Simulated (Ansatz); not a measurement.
**Pressure series in Bi2Te3**

Base system: Bi2Te3 in the Bi2Te3 type structure (space group R-3m, No. 166; a = 4.387 Å, c = 30.286 Å (hexagonal axes)).

Cell and atoms are relaxed at each pressure.

Computed with PBE-D3(BJ), PAW, 420 eV (Ansatz, a first-principles code; without spin-orbit coupling).

```csv
pressure (GPa),volume per atom (Å³/atom)
-1,34.719
0,33.654
0.3,33.406
0.7,33.070
1.5,?
3,31.574
5,30.566
7.5,29.519
10,28.623
```

Question: Fit the third-order Birch–Murnaghan form P(V) = (3B₀/2)[(V₀/V)^(7/3) − (V₀/V)^(5/3)]·[1 + (3/4)(B₀′ − 4)((V₀/V)^(2/3) − 1)] (squares taken in P) to the rows shown and predict the withheld row.

Answer: Least squares on the printed values gives V₀ = 33.684 Å³/atom, B₀ = 38.6 GPa, B₀′ = 5.8; this predicts 32.521 Å³/atom, and the run gives 32.495 Å³/atom, 0.026 lower.

A case with no gap was solved on a k-mesh chosen for an insulator, which is coarse for it. Load acts through the strain it causes; cell and atoms are relaxed under it. Stability against distortions was not tested. No other phases were tried under pressure. The final runs are not spin-polarised.
